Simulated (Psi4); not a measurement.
Psi4 1.11, PBE/def2-svp: Mo(NMe)(S)(F)(Cl) (C[N]=[Mo]([F])(=[S])[Cl]), 9 atoms. The geometry is a generated start, not checked to be a minimum at this level.

```json
{
  "task": "energy",
  "method": "pbe",
  "basis": "def2-svp",
  "memory": "3 GB",
  "maxiter": "100",
  "keys_of_the_molecule_block": "symmetry c1",
  "scf_type": "df (default)",
  "e_convergence": "1e-06 (default)",
  "d_convergence": "1e-06 (default)",
  "dft_radial_points": "75 (default)",
  "dft_spherical_points": "302 (default)",
  "effective_core_potentials": "those of the basis set, past Kr",
  "basis_functions": "124",
  "grid_points": "194206"
}
```

```xyz
9

Mo     0.1306     0.9076     1.1691
N     -0.1815    -0.0988    -0.2058
C     -0.2465    -0.9410    -1.3267
H      0.7649    -1.2613    -1.6122
H     -0.8504    -1.8271    -1.1050
H     -0.6993    -0.4136    -2.1718
S      2.2437     0.9058     1.5674
F     -0.3032     2.6320     0.7686
Cl    -0.8582     0.0963     2.9163
```

Charge 0 and multiplicity 1 are set for this test and not shown to be the ground state.

With the defaults (diis = true, scf_initial_accelerator = adiis, damping_percentage = 0, guess = auto, which took SAD, diis_max_vecs = 10, soscf = false, level_shift = 0, level_shift_cutoff = 0.01) it converges in 14 SCF iterations. One run each on 2 threads, with these changes:
- level_shift = 0.1, level_shift_cutoff = 0.001
- guess = sadno
- scf_initial_accelerator = none
- guess = gwh
- guess = sapgau
- diis = false, scf_initial_accelerator = none, damping_percentage = 60
- soscf = true
- diis_max_vecs = 3
- guess = modhuckel

Question: Which of these changes keep the SCF from converging, or lead it to another solution?

Answer: No convergence: diis = false, scf_initial_accelerator = none, damping_percentage = 60 (the run ends without SCF convergence in 100 iterations). The rest reach the solution of the defaults.

```
setting                                                                SCF iterations  JK calls             end
---------------------------------------------------------------------  --------------  --------  --------------
soscf = true                                                                       10        31   same solution
level_shift = 0.1, level_shift_cutoff = 0.001                                      13        14   same solution
the defaults                                                                       14        15   same solution
scf_initial_accelerator = none                                                     14        15   same solution
guess = sadno                                                                      14        14   same solution
guess = modhuckel                                                                  15        60   same solution
guess = gwh                                                                        17        17   same solution
guess = sapgau                                                                     19        19   same solution
diis_max_vecs = 3                                                                  95        96   same solution
diis = false, scf_initial_accelerator = none, damping_percentage = 60             100       101  no convergence
```

An SOSCF iteration holds several JK calls; a Hückel guess adds calls on atoms. 1 further run of the study ended by our limits or in an error and is left out.
